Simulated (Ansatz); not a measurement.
Base system: TiB₂ (space group P6/mmm, No. 191; a = 3.017 Å, c = 3.185 Å). Axes: x lies along a and z along c of the hexagonal cell.

The values are results of DFT with PBEsol, PAW potentials and a 420 eV plane-wave cutoff in Ansatz (a quantum-chemistry and plane-wave program), without spin-orbit coupling, not measurements.

Before the change:

| Property | Value |
|---|---|
| Pressure | 0.0 GPa |
| Shortest interatomic distance | 1.742 Å |
| Band gap | zero |

Modification: the cell is stretched by 2.00 % along z with no lateral relaxation; the atoms relax in the strained cell.

**Question.** Estimate the effect on the energy relative to the base, pressure, shortest interatomic distance and band gap.

**Answer.** The energy grows by 4.8 meV/atom; the pressure (mean of the normal stresses, compression positive) goes from zero to -4.4 GPa; the shortest interatomic distance is still 1.742 Å; the band gap remains zero.

A case with no gap was solved on a k-mesh chosen for an insulator, which is coarse for it. Without a gap, meshes like the base's 13×13×10 leave anisotropic stresses uncertain by several tenths of a GPa, and small strain energies with them. Stability against distortions was not tested. All final runs are without spin polarisation.
